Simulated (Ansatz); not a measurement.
## Effect of pressure 4.5 GPa on Sn

Start from Sn in the diamond structure (space group Fd-3m, No. 227; a = 6.656 Å).

One thing is altered: a hydrostatic pressure of 4.5 GPa.

Level of theory: PBE in Ansatz (plane waves to 420 eV, PAW, no spin-orbit coupling). k-mesh 12×12×12 (Γ-centred); smearing 0.05 eV (Fermi–Dirac).

| quantity | base | changed | shift |
|---|---|---|---|
| volume per atom | 36.86 Å³ | 33.38 Å³ | -3.48 Å³ |
| density | 5.35 g/cm³ | 5.91 g/cm³ | +0.56 g/cm³ |
| lattice parameter a | 6.656 Å | 6.440 Å | -0.2166 Å |
| shortest interatomic distance | 2.882 Å | 2.788 Å | -0.094 Å |
| enthalpy H = E + PV relative to the base's energy | – | +0.98 eV/atom | – |
| band gap | zero | zero | – |

Final structure:

```xyz
2
Lattice="0.0000 3.2198 3.2198 3.2198 0.0000 3.2198 3.2198 3.2198 0.0000" Properties=species:S:1:pos:R:3 pbc="T T T"
Sn     0.0000     0.0000     0.0000
Sn     1.6099     1.6099     1.6099
```

Load acts through the strain it causes; cell and atoms are relaxed under it. Whether these cells are dynamically stable was not tested. Tetrahedral semiconductors of this kind turn to denser phases somewhere between about 1 and 50 GPa; those were not computed, so compressed cells here can lie past the real transition.

Ansatz is a program for electronic structure.
